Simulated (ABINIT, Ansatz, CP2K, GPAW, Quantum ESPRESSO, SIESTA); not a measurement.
**Code comparison for SnAs (Fm-3m, 2 atoms in the cell)**

Self-consistent single point.

```xyz
2
Lattice="0.0000 2.8769 2.8769 2.8769 0.0000 2.8769 2.8769 2.8769 0.0000" Properties=species:S:1:pos:R:3 pbc="T T T"
Sn     2.8769     2.8769     2.8769
As     0.0000     0.0000     0.0000
```

Shared settings, as Ansatz (a program for electronic structure) writes them: kpoints.mp_grid.grid = 10 10 10; scf.occupations.method = gaussian; scf.occupations.width = 0.0147 Ry. Potentials and cutoffs stand in the table.

```json
[
 {"code": "SIESTA", "model": "LDA PW92, numerical atomic orbitals DZP, PseudoDojo LDA standard norm-conserving potentials (rewritten from UPF to PSML)", "pressure (GPa)": "-2.44", "cutoff": "grid 400 Ry"},
 {"code": "GPAW", "model": "LDA (Perdew-Wang 92), GPAW PAW datasets LDA (gpaw-data 1.0.1)", "pressure (GPa)": "-3.21", "cutoff": "600 eV"},
 {"code": "Quantum ESPRESSO", "model": "LDA (PW92), PseudoDojo standard norm-conserving (LDA) pseudopotentials", "pressure (GPa)": "-3.13", "cutoff": "80 Ry"},
 {"code": "ABINIT", "model": "LDA (PW92), PAW (JTH v2.0 LDA PAW)", "pressure (GPa)": "-3.06", "cutoff": "544 eV"},
 {"code": "Ansatz", "model": "LDA (PW92), PAW files made with PBE", "pressure (GPa)": "-3.07", "cutoff": "30.9 Ry"},
 {"code": "CP2K", "model": "LDA (Pade form), GPW, DZVP-MOLOPT-SR-GTH basis, GTH-PADE potentials (GTH_POTENTIALS)", "pressure (GPa)": "-3.09", "cutoff": "grid 400 Ry"}
]
```

The spread over the programs that give each value: pressure within 0.77 GPa.

SIESTA and CP2K use small atom-centred bases, whose incompleteness enters pressures, forces and empty levels differently from a plane-wave cutoff. Ansatz's pressure is given at a fixed set of plane waves, as the other plane-wave codes print theirs.

The starting cell comes from a database of computed structures (which also holds hypothetical and non-ambient phases and stackings), without a prior relaxation at this level.

Left out of this page: Elk and FLEUR (not drawn, or without a comparable value).

Keys are those of Ansatz 0.2.
